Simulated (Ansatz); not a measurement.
An Ansatz (a first-principles code) run: HfO2 with a change (uniaxial stress, 3 GPa tension along z); plane-wave PAW DFT at the r2SCAN level (Ansatz, 500 eV), no SOC.

Input:

Ansatz 0.2 input:
```yaml
crystal:
  lattice:
    - [0, 2.5292300089, 2.5292300089]
    - [2.5292300089, 0, 2.5292300089]
    - [2.5292300089, 2.5292300089, 0]
  atoms:
    - { symbol: Hf, position: [0, 0, 0] }
    - { symbol: O, position: [0.25, 0.25, 0.25] }
    - { symbol: O, position: [0.75, 0.75, 0.75] }
basis: { ecutwfc: 500, ecutrho_ratio: 4, xc_grid: 4, fft_grid_basis: typed }
kpoints: { mp_grid: { grid: [11, 11, 11] } }
hamiltonian:
  xc: r2scan
  dispersion: none
  pseudopotentials: { kind: paw }
scf: { occupations: { method: fermi_dirac, width: 0.05 } }
relax: { f_tol: 0.005, max_steps: 50, cell: { stress_tol: 0.01, sigma_target: [0, 0, -3, 0, 0, 0] } }
output: { forces: true, stress: true }
checkpoint: { write: state.ck, write_every: 1000 }
```

Output (explanatory and most iteration lines left out):

```
Relaxation: its limit of steps is 50 (relax.max_steps)
Pseudopotential: Hf, paw, valence charge 26
Pseudopotential: O, paw, valence charge 6
Crystal: 3 atoms, lattice volume = 32.359 Å³
Basis set: ecut = 500 eV, 869 PW (Γ), exchange–correlation on 108×108×108 points (64 copies of the dense FFT grid, shifted against one another)
Bands: 23, of which v1, the nominal top of the filled ones, is band 19 counted from 1 (18 counted from 0)
Symmetry: 16 space group operations
k-points: 126 of 1331
Functional: x = r2scan, c = r2scan; τ floored in thin density (d = 2e-4 eV/Å³)
SCF iter   1: F=—  HF=-16876.128783 eV  |F-HF|=—  |Δ(HF+E_count)|=         —  Δρ=1.18e-2  dr2=4.09e-2  dr2_τ=2.27e-1  ethr=1.77e-3  ⟨swp⟩=5.0  Hψ=10835  notcnv=0
SCF iter   2: F=—  HF=-16876.190279 eV  |F-HF|=—  |Δ(HF+E_count)|=   6.15e-2  Δρ=6.09e-3  dr2=3.59e-3  dr2_τ=2.47e-3  ethr=1.08e-4  ⟨swp⟩=2.0  Hψ=6810  notcnv=0
SCF 1 converged in 7 iterations: F = -16876.190589 eV  dr2 = 3.38e-8
relax step   1: F+E_penalty+E_count = -16876.19058883 eV  Δ(F+E_penalty+E_count) = +0.000e0 eV  max|allowed force component| = 1.735e-18 eV/Å  Δτ_max = 0.0000 Å  P = -0.001 GPa  Ω = 32.359 Å³  (7 SCF iters, dr2 threshold 1.00e-7 eV, accepted)
[... steps on the carried basis left out ...]
relax step   5: F+E_penalty+E_count = -16876.18895874 eV  Δ(F+E_penalty+E_count) = -6.018e-5 eV  max|allowed force component| = 5.782e-19 eV/Å  Δτ_max = 0.0000 Å  P = -1.002 GPa  Ω = 32.480 Å³  stress off target by 3.31e-3 GPa  SCF on the basis re-selected at this cell (its energy is not comparable with the rows above)  (6 SCF iters)
SCF converged after 6 iterations
Free energy (F): -16876.188959 eV
Internal energy: -16876.188959 eV  (E = F + TS)
E sigma→0 (E₀):  -16876.188959 eV
Fermi energy:    17.920880 eV
--- Forces (eV/Å), atoms counted from 1 ---
  atom   1  Hf    -0.00000000     0.00000000    -0.00000000
  atom   2  O      0.00000000     0.00000000     0.00000000
  atom   3  O      0.00000000     0.00000000     0.00000000
--- Stress (GPa, compression-positive) ---
       -0.001218       0.000000       0.000000
        0.000000      -0.001218       0.000000
        0.000000       0.000000      -3.003315
  P = ⅓ Tr σ = -1.0019 GPa (-10.019 kbar)
--- Relaxed structure (4 steps of the walk, 3 accepted, 1 SCFs on fresh bases) ---
  cell:  # Å, volume = 32.4800 Å³
    - [0.0, 2.527213723134862, 2.5427407030526616]
    - [2.527213723134862, 0.0, 2.5427407030526616]
    - [2.527213723134862, 2.527213723134862, 0.0]
  atoms:
    - { symbol: Hf, position: [3.2223618006358353e-37, -3.2223618006358353e-37, -2.7266138313072452e-37] }
    - { symbol: O, position: [0.25, 0.25, 0.25] }
    - { symbol: O, position: [0.7499999999999999, 0.7499999999999999, 0.7500000000000001] }
```

With Hf present, leaving out spin-orbit coupling can change the band edges. Load acts through the strain it causes; cell and atoms are relaxed under it. sigma_target is in GPa, compression positive, in the order xx, yy, zz, yz, xz, xy. Stability under load was not tested beyond the relaxation. The cell was made from HfO2 in the fluorite structure (space group Fm-3m, No. 225) by this change: uniaxial stress, 3 GPa tension along z. This is not the structure that HfO2 has at room temperature and ambient pressure.
